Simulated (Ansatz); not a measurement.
Zr₂C (space group P4/nmm, No. 129; a hypothetical phase, not in the database extracts checked)

```cif
data_C2Zr4
_chemical_formula_sum 'Zr4 C2'
_space_group_name_H-M_alt 'P4/nmm :1'
_space_group_IT_number 129
_space_group_name_Hall 'P 4ab 2ab -1ab'
_cell_length_a 3.60563
_cell_length_b 3.60563
_cell_length_c 6.90282
_cell_angle_alpha 90.000
_cell_angle_beta 90.000
_cell_angle_gamma 90.000
loop_
_space_group_symop_operation_xyz
  'x, y, z'
  '-y+1/2, x+1/2, z'
  '-x, -y, z'
  'y+1/2, -x+1/2, z'
  'x+1/2, -y+1/2, -z'
  '-y, -x, -z'
  '-x+1/2, y+1/2, -z'
  'y, x, -z'
  '-x+1/2, -y+1/2, -z'
  'y, -x, -z'
  'x+1/2, y+1/2, -z'
  '-y, x, -z'
  '-x, y, z'
  'y+1/2, x+1/2, z'
  'x, -y, z'
  '-y+1/2, -x+1/2, z'
loop_
_atom_site_label
_atom_site_type_symbol
_atom_site_symmetry_multiplicity
_atom_site_Wyckoff_symbol
_atom_site_fract_x
_atom_site_fract_y
_atom_site_fract_z
_atom_site_occupancy
Zr1 Zr 2 a 0.00000 0.00000 0.00000 1
Zr2 Zr 2 c 0.50000 0.00000 0.37003 1
C1 C 2 c 0.00000 0.50000 0.27105 1
```

The values are results of PBE-D3(BJ), PAW, 420 eV (Ansatz, a first-principles code; no spin-orbit coupling), not measurements. k-mesh 13×13×7 (Γ-centred); smearing 0.05 eV (Fermi–Dirac).

```yaml
volume_per_atom: 14.96 Å³
density: 7.20 g/cm³
band_gap: zero
total_energy: -2873.283 eV/atom (σ→0; compares only within this code and set-up)
```

No phonon test of stability was made. The final runs are not spin-polarised. The program warned that a D3 coordination switch lies within reach, so dispersion energies are less smooth here.
